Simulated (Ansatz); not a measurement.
We consider TiSi₂ (model structure, started from the C49 type, Cmcm, No. 63, 6 atoms in the cell), described by r²SCAN (PAW; Ansatz, a quantum-chemistry and plane-wave program).

Run with plane-wave cutoff 560 eV, 16×16×16 k mesh, Fermi–Dirac smearing 0.05 eV, no spin polarisation, scalar-relativistic PAW data made under PBE.

Cell (relaxed at this level):

TiSi2 has the orthorhombic space group Cmcm (No. 63), Pearson symbol oS12. Conventional cell: a = 3.5275 Å, b = 13.5232 Å, c = 3.5654 Å, α = 90.00°, β = 90.00°, γ = 90.00°. Si1 on 4c has 2 Si at 2.379 Å and 4 Ti at 2.580 Å and 2 Ti at 2.807 Å. Si2 on 4c is coordinated by 4 Si at 2.508 Å and 4 Ti at 2.658–2.665 Å. Ti on 4c is coordinated by 8 Si at 2.580–2.665 Å and 2 Si at 2.807 Å and 2 Ti at 3.312 Å. (Neighbours: up to the widest gap in distance over summed covalent radii, below 1.35, at either atom; cation-cation and far metal-metal contacts left out.)
(The calculation used a cell of 6 atoms; values per cell refer to that cell.)

Q: Give the computed bulk modulus.

A: 
- bulk modulus = 130 GPa

The run finds no gap.

Note: the bulk modulus is −V dP/dV from two relaxed cells at ±2 % in volume; the relaxation could raise the start's symmetry but not lower it, so the cell can be a saddle point.

A model structure was made by putting elements into a prototype or built by hand; it is no filed structure, need not be a known phase, and can be a saddle point held by its symmetry.
